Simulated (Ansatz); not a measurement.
For MgTe (model structure, started from the CsCl type, Pm-3m, No. 221, 2 atoms in the cell), PBE (PAW; Ansatz, a first-principles code) gives:

| Item | Value |
|---|---|
| lattice constant a | 3.716 Å |
| formation enthalpy | -0.341 eV/atom |

What does PBE-D3(BJ) (Ansatz, plane waves, PAW) give for the same quantities?


- lattice constant a: 3.649 Å (falls by 1.8 %)
- formation enthalpy: -0.380 eV/atom (moves by -0.039 eV/atom)

Changes are worked out from the printed values.

Unless a cell is named, each level is at its own relaxed cell (PBE 25.65, PBE-D3(BJ) 24.29 Å³/atom).

Levels without +SOC leave out spin–orbit coupling, which shifts energies and cells of such heavy elements.

Ansatz's density-functional and Hartree–Fock values are scalar-relativistic unless marked +SOC, with PAW data made under PBE.

A model structure was made by putting elements into a prototype or built by hand; it is no filed structure, need not be a known phase, and can be a saddle point held by its symmetry.
